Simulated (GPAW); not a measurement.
Band structure of WSi2 (I4/mmm, 3 atoms in the cell).

```
WSi2
1.0
   -1.61078     1.61078     3.92909
    1.61078    -1.61078     3.92909
    1.61078     1.61078    -3.92909
Si W
2 1
Direct
  0.66500   0.66500   0.00000
  0.33500   0.33500   0.00000
  0.00000   0.00000   0.00000
```

Method: PBE, GPAW PAW datasets PBE (gpaw-data 1.0.1) (plane waves; GPAW).

Settings: mode = pw; ecut = 550 eV; xc = PBE; kpts = 10 10 10; mesh shift (steps) = 0 0 0; occupations.name = fermi-dirac; occupations.width = 0.136 eV; nbands = -11; convergence.density = 1e-05 e/electron; symmetry.symmorphic = false; symmetry.tolerance = 0.0005; maxiter = 100; bandpath_npoints = 40.

The starting cell has typed, rounded lattice constants, without a prior relaxation at this level. Its lattice was rescaled by a random factor within 2.5 % of one. Spin-orbit coupling is off. Spin polarisation is off.

Levels in eV from the Fermi level, bands 8 to 15:
```
point      8      9     10     11     12    13    14    15
-----  -----  -----  -----  -----  -----  ----  ----  ----
Γ      -3.30  -2.81  -2.81   0.60   2.71  2.97  3.03  3.03
X      -5.49  -4.96  -3.23  -1.79   2.76  2.91  3.08  3.86
Y      -5.08  -4.07  -3.09  -2.33   1.94  2.10  2.98  5.09
S      -3.03  -2.68  -2.47  -0.32   1.78  2.50  3.54  4.37
Z      -2.53  -0.83  -0.83  -0.50  -0.50  0.78  4.46  4.77
S1     -3.03  -2.68  -2.47  -0.32   1.78  2.50  3.54  4.37
N      -4.86  -2.78  -2.73  -0.43   2.66  2.79  3.89  4.34
P      -6.53  -3.02  -2.44  -2.44   0.05  2.91  3.59  4.06
Y1     -5.08  -4.07  -3.09  -2.33   1.94  2.10  2.98  5.09
```

Bands cross the Fermi level along this path, so the cell is metallic at this level.
